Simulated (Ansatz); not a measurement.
Start from YN in the rock salt structure (space group Fm-3m, No. 225).

```
CELL_PARAMETERS angstrom
      0.00000     2.45302     2.45302
      2.45302     0.00000     2.45302
      2.45302     2.45302     0.00000
ATOMIC_POSITIONS crystal
  N  0.00000 0.00000 0.00000
  Y  0.50000 0.50000 0.50000
```

Computed with Ansatz (a program for electronic structure) PBE, no SOC, earlier PAW set.

For the base:

- Band gap: 0.21 eV
- Width of the top valence band: 2.22 eV

Now apply this change: every lattice vector is stretched by 2.04 %, atoms relaxed at fixed cell.

Task: Predict the new band gap.

Result: The band gap goes up by 0.09 eV to 0.30 eV.

Task: How does this affect the width of the top valence band?

Result: The width of the top valence band drops by 0.16 eV, from 2.22 eV to 2.06 eV.

The cells carry an imposed strain or load. No phonon test of stability was made. The zero or small gap of YN can change with the level of theory.
